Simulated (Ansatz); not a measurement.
BC3 on BC3 (facing B atop B and C atop C, which symmetry holds and which is mostly a maximum against sliding), space group P6/mmm.

```
CELL_PARAMETERS angstrom
      5.16492     0.00000     0.00000
     -2.58246     4.47296     0.00000
      0.00000     0.00000    21.35000
ATOMIC_POSITIONS crystal
  C  0.31742 0.15871 0.41219
  C  0.15871 0.31742 0.41219
  C  0.84129 0.15871 0.41219
  C  0.68258 0.84129 0.41219
  C  0.84129 0.68258 0.41219
  C  0.15871 0.84129 0.41219
  B  0.33333 0.66667 0.41220
  B  0.66667 0.33333 0.41220
  C  0.31742 0.15871 0.58781
  C  0.15871 0.31742 0.58781
  C  0.84129 0.15871 0.58781
  C  0.68258 0.84129 0.58781
  C  0.84129 0.68258 0.58781
  C  0.15871 0.84129 0.58781
  B  0.33333 0.66667 0.58780
  B  0.66667 0.33333 0.58780
```

These are PBE+D3(BJ) (plane waves to 420 eV, PAW; Ansatz, a program for electronic structure) values and carry that method's errors. Spin–orbit coupling is left out; PBE gaps are too small against experiment. Its k-point mesh 6×6×1, Fermi–Dirac width 0.01 eV. A dipole correction is on.

Question: List the levels next to the gap at Γ of this cell's own (folded) zone, from the top of the valence band (the table ends after a fixed count of bands, which can cut a degenerate set).

Answer: 
```tsv
band	E − E_v (eV)
v4	-0.018
v3	-0.018
v2	0.000
v1	0.000
c1	1.492
c2	2.147
c3	3.290
c4	3.290
```
